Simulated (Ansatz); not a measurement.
Base system: PbF₂ in the fluorite structure (space group Fm-3m, No. 225; a = 5.899 Å).

All numbers come from plane-wave PAW DFT at the PBEsol level (Ansatz, a quantum-chemistry and plane-wave program, 420 eV), no spin-orbit coupling.

Before the change:

| Quantity | Result |
|---|---|
| Pressure | -0.01 GPa |

One thing is altered: every lattice vector is shortened by 2.00 %; the atoms relax in the strained cell.

**Question.** What does the calculation give for the energy relative to the base and pressure after the change?

**Answer.** The energy increases by 16 meV/atom; the pressure increases by 5.355 GPa (-0.01 GPa → 5.35 GPa).

Stability against distortions was not tested.
